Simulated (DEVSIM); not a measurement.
System: Cr/Al2O3/p-Ge capacitor, at 300 K.

```tsv
layer (left to right)	material	thickness (nm)	Na (cm⁻³)
1	Al2O3	2.10	-
2	Ge	3500	2.9e15
```

Metal gate on the left, work function 4.5 eV. Fixed charge at the semiconductor interface -5.9e11 cm⁻² (in units of +e); no interface traps.

This is a model device: material constants are rounded textbook-type values typed into the input, and sizes, dopings and lifetimes were drawn at random. Values at 300 K.

| parameter | Al2O3 | Ge |
|---|---|---|
| gap (eV) | 6.8 | 0.664 |
| affinity (eV) | 1.35 | 4 |
| permittivity | 9 | 16 |
| Nc (cm⁻³) | - | 1.04e19 |
| Nv (cm⁻³) | - | 6e18 |

Model (solved in DEVSIM): 1D Poisson equation in equilibrium, Boltzmann statistics, complete ionisation; no quantum confinement or tunnelling. Metal contacts follow the ideal Schottky-Mott rule: no Fermi-level pinning, no interface dipoles.

Question: Tabulate band edges, carrier densities and field at 0.25 V on the gate.

Answer: Energies count from the Fermi level of the right contact; mesh points crowd at the junctions.

| x (μm) | Ec (eV) | Ev (eV) | n (cm⁻³) | p (cm⁻³) | field (V/cm) |
|---|---|---|---|---|---|
| 0.000 | 2.900 | -3.900 | < 1e2 | < 1e2 | 140000 |
| 0.0007999 | 2.911 | -3.889 | < 1e2 | < 1e2 | 140000 |
| 0.001556 | 2.921 | -3.879 | < 1e2 | < 1e2 | 140000 |
| 0.002362 | 0.279 | -0.385 | 2.1e14 | 2.0e12 | 10000 |
| 0.004739 | 0.281 | -0.383 | 1.9e14 | 2.3e12 | 10000 |
| 0.008679 | 0.286 | -0.378 | 1.7e14 | 2.6e12 | 10000 |
| 0.01670 | 0.294 | -0.370 | 1.2e14 | 3.6e12 | 9900 |
| 0.04305 | 0.318 | -0.346 | 4.7e13 | 9.4e12 | 9000 |
| 0.08671 | 0.354 | -0.310 | 1.2e13 | 3.8e13 | 7500 |
| 0.1817 | 0.412 | -0.252 | 1.3e12 | 3.5e14 | 4600 |
| 0.3691 | 0.458 | -0.206 | 2.1e11 | 2.1e15 | 950 |
| 0.9843 | 0.467 | -0.197 | 1.5e11 | 2.9e15 | ≈ 0 |
| 1.921 | 0.467 | -0.197 | 1.5e11 | 2.9e15 | ≈ 0 |
| 2.727 | 0.467 | -0.197 | 1.5e11 | 2.9e15 | ≈ 0 |
| 3.212 | 0.467 | -0.197 | 1.5e11 | 2.9e15 | ≈ 0 |
| 3.361 | 0.467 | -0.197 | 1.5e11 | 2.9e15 | ≈ 0 |
| 3.436 | 0.467 | -0.197 | 1.5e11 | 2.9e15 | ≈ 0 |
| 3.470 | 0.467 | -0.197 | 1.5e11 | 2.9e15 | ≈ 0 |
| 3.491 | 0.467 | -0.197 | 1.5e11 | 2.9e15 | ≈ 0 |
| 3.497 | 0.467 | -0.197 | 1.5e11 | 2.9e15 | ≈ 0 |
| 3.500 | 0.467 | -0.197 | 1.5e11 | 2.9e15 | ≈ 0 |
| 3.502 | 0.467 | -0.197 | 1.5e11 | 2.9e15 | ≈ 0 |
